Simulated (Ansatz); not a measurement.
Consider GaN in the zinc blende structure (space group F-43m, No. 216).

```xyz
2
Lattice="0.0000 2.2491 2.2491 2.2491 0.0000 2.2491 2.2491 2.2491 0.0000" Properties=species:S:1:pos:R:3 pbc="T T T"
N      1.1245     1.1245     1.1245
Ga     0.0000     0.0000     0.0000
```

Computed with PBEsol in Ansatz (plane waves to 420 eV, PAW, spin-orbit coupling left out).

For the base:

The valley order is Γ 1.70 eV; X along ⟨100⟩ 3.22 eV and the electron mass comes out as 0.15 mₑ (at Γ).

It is then changed as follows: a hydrostatic pressure of 4.2 GPa.

### Question
Predict the new valley order.

### Answer
The valley order (the lowest conduction-band minima on the path, energy above the VBM, named in the base's zone) becomes Γ 1.84 eV; X along ⟨100⟩ 3.23 eV (base: Γ 1.70 eV; X along ⟨100⟩ 3.22 eV).

### Question
How does this affect the electron mass?

### Answer
The electron mass changes from 0.15 mₑ (at Γ) to 0.16 mₑ (at Γ).

### Question
How does this affect the mean gap deformation potential ΔEg/Δln V?

### Answer
The mean gap deformation potential ΔEg/Δln V comes out as -6.3 eV.

Load acts through the strain it causes; cell and atoms are relaxed under it. Masses are band curvatures over ±0.01 Å⁻¹ around the edge. Stability against distortions was not tested. Tetrahedral semiconductors of this kind turn to denser phases somewhere between about 1 and 50 GPa; those were not computed, so compressed cells here can lie past the real transition. This is not the structure that GaN has at room temperature and ambient pressure.

Ansatz is an electronic-structure program.
